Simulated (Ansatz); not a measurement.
## The (111) surface of fcc Ca in its 1x1 cell, outermost plane spacing 3.19 Å in the ideal cut

These are PBE (plane waves to 420 eV, PAW; Ansatz, a quantum-chemistry and plane-wave program) values and carry that method's errors.

Model: 4-atom slab, 9.6 Å thick at the start (thin: gaps and levels are the slab's own), 11x11x1 mesh, Fermi-Dirac 0.1 eV, dipole correction, all atoms relaxed; held to the start's symmetry, so lower structures may exist; no spin, no spin-orbit, no U.

The surface energy (mean of both faces) comes out as 0.47 J/m^2 and the surface energy before relaxation comes out as 0.47 J/m². The work function of the top face comes out as 2.98 eV, the energy released by relaxation is 0.006 eV and the cost is very roughly 40 core-seconds.
